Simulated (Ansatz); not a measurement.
## Migration barriers: Ge-vacancy pair in wurtzite AlN, charge state -2

System: Ge-vacancy pair (Ge on one host Al site, one Al site vacant) in wurtzite AlN (charge state -2). These are PBE, PAW (plane waves to 420 eV; Ansatz, a program for electronic structure) values and carry that method's errors.

Cell of 72 host sites held at the relaxed PBE lattice; the Γ point alone; Fermi-Dirac width 0.01 eV, spin-restricted; finite-size errors left in. No zero-point or tunnelling terms. The charge state is imposed; whether it is stable for some Fermi level was not computed. Forms of the defect that were not tried may lie lower.

Barriers: single points on a 2×2×2 k-point mesh shifted by half a step along c at the bands' geometries (they differ from the bands' own by up to 0.19 eV, and are uncertain by about as much).

```tsv
Route	Start site over the lowest site run (eV)	Hop (Å)	Forward barrier (eV)	Backward barrier (eV)	Neighbours at the start	Neighbours at the saddle	Saddle order	Forward, on the band's own sampling (eV)
a nearby Al atom hops onto the vacant site (Ge-vacancy distance between ideal sites 3.09 → 5.40 Å)	0.00	3.01	2.24	1.78	N at 1.80, 2 N at 1.92, N at 1.94 Å	N at 1.77, N at 2.15, N at 2.20, N at 2.25, N at 2.30 Å	not checked	2.42
a nearby Al atom hops onto the vacant site (Ge-vacancy distance between ideal sites 3.09 Å throughout)	0.00	3.10	2.28	2.28	N at 1.83, N at 1.89, N at 1.90, N at 1.92 Å	N at 1.80, 2 N at 2.17, 2 N at 2.23 Å	not checked, on a symmetry element	2.47
a nearby Al atom hops onto the vacant site (Ge-vacancy distance between ideal sites 3.09 → 4.40 Å)	0.00	3.05	2.62	2.11	N at 1.80, N at 1.90, N at 1.92, N at 1.94 Å	N at 1.76, N at 2.09, N at 2.14 Å	not checked	2.81
```

Paths come from nudged elastic bands with a climbing image.  A band can be held on a symmetry element, so unchecked saddle points there may be too high.
